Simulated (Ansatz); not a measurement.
Consider Ti2CS (space group P6_3/mmc, No. 194; a = 3.166 Å, c = 11.144 Å).

Level of theory: Ansatz (a quantum-chemistry and plane-wave program), PBEsol, PAW, cutoff 420 eV, scalar-relativistic without spin-orbit coupling.

One change was made to it. Results:

```json
[
 {"quantity": "shortest interatomic distance", "base": "2.139 Å", "after": "2.111 Å"},
 {"quantity": "density", "base": "4.80 g/cm³", "after": "5.03 g/cm³"},
 {"quantity": "band gap", "base": "zero", "after": "zero"}
]
```

Task: What was done to the base?
A. pressure 3 GPa
B. pressure 1.5 GPa
C. pressure 10 GPa

Result: C, pressure 10 GPa. For comparison, the shortest interatomic distance in the other runs: pressure 1.5 GPa gives 2.134 Å; pressure 3 GPa gives 2.130 Å.

Load acts through the strain it causes; cell and atoms are relaxed under it. No phonon test of stability was made. Competing high-pressure phases were not computed. All final runs are without spin polarisation. The zero or small gap of Ti2CS can change with the level of theory.
